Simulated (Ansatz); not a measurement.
**TiO2: uniaxial strain ε_zz = −2.40 %**

The reference is TiO$_{2}$ in the anatase structure (space group I4_1/amd, No. 141; a = 3.7393 Å, c = 9.4551 Å). Axes: x, y, z lie along a, b, c of the conventional cell.

One thing is altered: uniaxial strain ε_zz = −2.40 %, all other strain components held at zero; the atoms relax in the strained cell.

The values are results of DFT with LDA, PAW potentials and a 420 eV plane-wave cutoff in Ansatz (a first-principles code), scalar-relativistic without spin-orbit coupling, not measurements. Settings: 12×12×12 k-points, 0.05 eV Fermi–Dirac smearing.

```tsv
quantity	base	changed	shift
volume per atom	11.02 Å³	10.75 Å³	-0.264 Å³
space group	I4_1/amd (No. 141)	I4_1/amd (No. 141)	–
shortest interatomic distance	1.911 Å	1.904 Å	-0.0078 Å
energy relative to the base (free energy F)	0 meV/atom	+4.0 meV/atom	+4.0 meV/atom
band gap	2.08 eV	2.00 eV	-0.086 eV
gap character	indirect, Γ–X (87 % along) → Γ	indirect, Γ–X (87 % along) → Γ	–
smallest direct gap	2.44 eV	2.43 eV	-0.01 eV
width of the top valence band	0.86 eV	0.96 eV	+0.10 eV
largest internal atomic displacement	–	0.030 Å	–
stress (xx, yy, zz, yz, xz, xy; compression positive)	–	(3.95, 3.95, 4.92, 0.00, 0.00, 0.00) GPa	–
```

Final structure:

```
CELL_PARAMETERS angstrom
     -1.86967     1.86967     4.61408
      1.86967    -1.86967     4.61408
      1.86967     1.86967    -4.61408
ATOMIC_POSITIONS crystal
  Ti 0.75000 0.25000 0.50000
  Ti 0.00000 0.00000 0.00000
  O  0.53879 0.03879 0.50000
  O  0.78879 0.78879 0.00000
  O  0.21121 0.21121 0.00000
  O  0.96121 0.46121 0.50000
```

Whether these cells are dynamically stable was not tested. The final runs are not spin-polarised.
